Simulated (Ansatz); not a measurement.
**CrGe in the rock salt structure (space group Fm-3m, No. 225; ferromagnetic; a hypothetical phase, not in the database extracts checked)**

```
CELL_PARAMETERS angstrom
      0.00000     2.50780     2.50780
      2.50780     0.00000     2.50780
      2.50780     2.50780     0.00000
ATOMIC_POSITIONS crystal
  Ge 0.00000 0.00000 0.00000
  Cr 0.50000 0.50000 0.50000
```

Computed with PBE (Ansatz, a program for electronic structure), no spin-orbit coupling, earlier PAW set. Γ-centred 16×16×16 mesh, Fermi–Dirac width 0.05 eV.

| Property | Value |
|---|---|
| Volume per atom | 15.77 Å³ |
| Density | 6.56 g/cm³ |
| Band gap | zero |
| Magnetic state | ferromagnetic |
| Total energy | -3836.027 eV/atom (σ→0; compares only within this code and set-up) |

The magnetic state is the one reached from the starting moments; the real material's order can differ, and small cells can't hold many antiferromagnetic ones. Stability against distortions was not tested.
